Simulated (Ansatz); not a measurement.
Levels about the gap of amorphous Al$_{28}$O$_{44}$Hf (73 atoms in a cell of 794 Å³, 3.42 g/cm³; zone centre alone, so wide bands show as single levels with stretches between that a denser mesh fills), at the geometry that PBE relaxed, where it gives 0.1 GPa on a denser mesh. Exact exchange is cut at the faces of this small cell, which leaves a finite-size error. The participation number counts the atoms over which a state spreads; weights are charges in smoothed Voronoi cells. The levels come from a single point, so bond lengths are those of that geometry. Method of the levels: HSE06, scalar-relativistic without spin-orbit coupling (Ansatz, a program for electronic structure). Sampling: the zone centre alone; Fermi-Dirac width 0.02 eV; no spin polarisation.

The cell was made by melting and quenching with the CHGNet potential and then relaxed with DFT. O atoms were pushed apart under 1.9 Å during the dynamics, to hinder bonds among them. The hot cell started wider than the set density and was brought back towards it in steps. It is the lowest in DFT energy of 2 quenches. It is a model cell: composition and starting density were chosen by hand, and all elements were melted together. No dispersion term was used. Its density started from a set value of 3.39 and ended at 3.42 g/cm³. The quench (nominally 410 K/ps over its main leg) was far faster than any real one, so the model tends to hold more defects than a real film. One small periodic cell is one sample of the glass; other quenches scatter about these values. Volume and shape were free in the relaxation.

| E - E(highest filled), eV | filling | participation number | largest on | weight O | weight Hf | weight Al |
|---|---|---|---|---|---|---|
| -0.32 | filled | 8.0 | O, 3 neighbours | 0.95 | 0.00 | 0.05 |
| -0.18 | filled | 11.5 | O, 3 neighbours | 0.95 | 0.00 | 0.05 |
| -0.14 | filled | 11.8 | O, 3 neighbours | 0.95 | 0.01 | 0.05 |
| -0.13 | filled | 8.4 | O, 3 neighbours | 0.94 | 0.00 | 0.06 |
| -0.08 | filled | 11.3 | O, 3 neighbours | 0.96 | 0.00 | 0.04 |
| -0.02 | filled | 15.0 | O, 3 neighbours | 0.96 | 0.00 | 0.04 |
| 0.00 | filled | 8.2 | O, 3 neighbours | 0.96 | 0.00 | 0.04 |
| 5.44 | empty | 61.9 | Hf, 6 neighbours | 0.59 | 0.03 | 0.37 |
| 6.47 | empty | 2.6 | Hf, 6 neighbours | 0.33 | 0.61 | 0.06 |
| 6.70 | empty | 2.8 | Hf, 6 neighbours | 0.35 | 0.58 | 0.07 |
| 6.97 | empty | 2.9 | Hf, 6 neighbours | 0.35 | 0.58 | 0.08 |
| 7.48 | empty | 25.3 | Al, 5 neighbours | 0.57 | 0.02 | 0.41 |
| 7.81 | empty | 31.9 | Hf, 6 neighbours | 0.57 | 0.10 | 0.32 |
| 7.94 | empty | 34.5 | Al, 5 neighbours | 0.57 | 0.02 | 0.41 |

Most localised among these is the empty level at +6.47 eV, on a Hf atom, which has 6 neighbours (O 2.03 Å, O 2.07 Å, O 2.11 Å, O 2.19 Å, O 2.22 Å, O 2.45 Å).
